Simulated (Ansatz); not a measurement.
Amorphous Ga₂₄O₃₇Na₂

It comes from a melt-quench run on a machine-learned potential (CHGNet), relaxed afterwards by DFT. O atoms were pushed apart under 1.9 Å during the dynamics, to hinder bonds among them. The hot cell started wider than the set density and was brought back towards it in steps. It is the lowest in DFT energy of 2 quenches. It is a model cell: composition and starting density were chosen by hand, and all elements were melted together. No dispersion term was used.

Methods: PBE, scalar-relativistic without spin-orbit coupling (Ansatz, a first-principles code); r2SCAN, scalar-relativistic without spin-orbit coupling (Ansatz); HSE06, scalar-relativistic without spin-orbit coupling (Ansatz). Geometry, pressure, stress and energy are those of the PBE run. Its sampling: a 2×2×2 Γ-centred mesh; Fermi-Dirac width 0.02 eV; no spin polarisation. Other functionals are single points at the zone centre (r2SCAN at 500 eV; exact exchange cut at the cell's faces), free to take moments where seeds were set. At PBE the levels at the filled edge of the gap are localised (band-tail or defect states), and the nearest spread-out levels lie 1.8 eV apart at the zone centre.

```yaml
number_of_atoms_in_the_cell: 63
Density (held, not predicted): 4.87 g/cm³
volume_per_atom: 12.51 Å³
Pressure on a 2×2×2 Γ-centred mesh: -1.02 GPa
Largest force and stress component on that mesh (the relaxation ran on the zone centre alone): 0.08 eV/Å and 1.2 GPa
Level gap on a 2×2×2 Γ-centred mesh (PBE): 1.53 eV
Level gap at the zone centre (PBE): 1.51 eV
Level gap at the zone centre (r2SCAN): 2.05 eV
Level gap at the zone centre (HSE06): 3.20 eV
```

Cut-offs for bonds: Ga-Ga 2.68 Å, Ga-O 2.44 Å, Ga-Na 3.17 Å, O-O 1.58 Å, O-Na 2.78 Å, Na-Na 3.65 Å. Two cations that share two anions don't count as bonded, nor two that share one unless they lie closer than Ga-Ga 2.61 Å, Ga-Na 3.08 Å, Na-Na 3.55 Å.

- Mean coordination of Ga by anions = 4.54 (11 with 4, 13 with 5); 1 close contacts or bonds to cations besides
- Mean coordination of O = 3.24 (1 with 2, 27 with 3, 8 with 4, 1 with 5)
- Mean coordination of Na by anions = 5.50 (1 with 5, 1 with 6); 1 close contacts or bonds to cations besides
- Mean Ga-O bond = 1.941 Å (spread 0.098 Å, 109 counted)
- Mean O-Na bond = 2.454 Å (spread 0.135 Å, 11 counted)

Its density started from a set value of 4.87 g/cm³. The simulated quench (nominally 220 K/ps over its main leg) is rapid and tends to freeze in more defects than a deposited or slowly cooled glass has. Values belong to this one cell and scatter from quench to quench. The volume was held where the preparation left it and the shape relaxed, at a PBE pressure of -1.0 GPa (tension). Stress components on the final sampling reach 1.2 GPa.
